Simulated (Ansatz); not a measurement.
The parent structure is GaAs in the zinc blende structure (space group F-43m, No. 216; a = 5.7456 Å).

Computed with PBE in Ansatz (plane waves to 420 eV, PAW, no spin-orbit coupling).

Before the change:

The gap character is direct at Γ and the lattice parameter a is 5.746 Å. The band gap is 0.16 eV.

The change: a hydrostatic pressure of 0.9 GPa.

Estimate the effect on the gap character.

The gap character is still direct at Γ.

What does the calculation give for the lattice parameter a after the change?

The lattice parameter a falls by 0.028 Å to 5.718 Å.

How does this affect the band gap?

The band gap rises by 0.105 eV to 0.26 eV.

Load acts through the strain it causes; cell and atoms are relaxed under it. Stability against distortions was not tested. The zero or small gap of GaAs can change with the level of theory.

Ansatz is a first-principles code.
